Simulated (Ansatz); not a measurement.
The reference is MgO in the rock salt structure (space group Fm-3m, No. 225; a = 4.2044 Å). Axes: x, y, z lie along the cube axes.

Computed with Kohn–Sham DFT with the r2SCAN functional, run in Ansatz (a quantum-chemistry and plane-wave program) with PAW and 500 eV plane waves, without spin-orbit coupling.

Before the change:

- Pressure = 0.00 GPa

The change: biaxial strain +3.00 %, plane normal [001], relaxed out of plane (Cartesian); in-plane vectors clamped, the third vector and the atoms free.

Task: What does the calculation give for the pressure and out-of-plane strain after the change?

Result: The pressure (mean of the normal stresses, compression positive) goes from zero to -5.75 GPa; the out-of-plane strain comes out as -1.69 %.

Whether these cells are dynamically stable was not tested.
